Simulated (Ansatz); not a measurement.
The parent structure is Cu in the fcc (Cu type) structure (space group Fm-3m, No. 225; a = 3.579 Å; relaxed with 0.1 eV smearing). Axes: x, y, z lie along the cube axes.

All numbers come from r2SCAN (Ansatz, a program for electronic structure; PAW; 500 eV plane waves; no SOC), earlier PAW set.

Modification: strain tensor (xx, yy, zz, yz, xz, xy) = (+0.48, −0.39, −2.56, −1.41, +0.13, −0.25) %, atoms relaxed at fixed cell.

Estimate the effect on the stress.

The stress (xx, yy, zz, yz, xz, xy; compression positive) is (3.5, 4.5, 5.6, 3.2, -0.3, 0.5) GPa.

Predict the new energy relative to the base.

The energy rises by 8.1 meV/atom.

Stability against distortions was not tested. The final runs are not spin-polarised.
